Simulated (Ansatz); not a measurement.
The structure below was relaxed with Ansatz (a quantum-chemistry and plane-wave program) PBE, spin-orbit coupling left out, at pressure 22.5 GPa.

Space group I4₁/amd, origin choice 1 (No. 141); a = b = 3.7488 Å, c = 8.8762 Å, α = β = γ = 90.00°

```json
[
 {"atom": "Ti", "site": "4a", "symmetry": "-4m2", "x": "0.0000", "y": "0.0000", "z": "0.0000"},
 {"atom": "O", "site": "8e", "symmetry": "2mm.", "x": "0.0000", "y": "0.0000", "z": "0.2185"}
]
```

Problem. Write out a cell with all atoms.

Solution. 
```cif
data_O8Ti4
_chemical_formula_sum 'Ti4 O8'
_space_group_name_H-M_alt 'P 1'
_space_group_IT_number 1
_cell_length_a 3.74879
_cell_length_b 3.74879
_cell_length_c 8.87617
_cell_angle_alpha 90.000
_cell_angle_beta 90.000
_cell_angle_gamma 90.000
loop_
_space_group_symop_operation_xyz
  'x, y, z'
loop_
_atom_site_label
_atom_site_type_symbol
_atom_site_fract_x
_atom_site_fract_y
_atom_site_fract_z
_atom_site_occupancy
Ti1 Ti 0.00000 0.50000 0.25000 1
Ti2 Ti 0.00000 0.00000 0.00000 1
O1 O 0.00000 0.50000 0.03145 1
O2 O 0.50000 0.50000 0.28145 1
O3 O 0.00000 0.00000 0.21855 1
O4 O 0.00000 0.50000 0.46855 1
Ti3 Ti 0.50000 0.00000 0.75000 1
Ti4 Ti 0.50000 0.50000 0.50000 1
O5 O 0.50000 0.00000 0.53145 1
O6 O 0.00000 0.00000 0.78145 1
O7 O 0.50000 0.50000 0.71855 1
O8 O 0.50000 0.00000 0.96855 1
```
This is the conventional cell.

Load acts through the strain it causes; cell and atoms are relaxed under it. Whether these cells are dynamically stable was not tested. Competing high-pressure phases were not computed. All final runs are without spin polarisation. The cell was made from TiO2 in the anatase structure (space group I4_1/amd, No. 141) by this change: pressure 22.5 GPa.
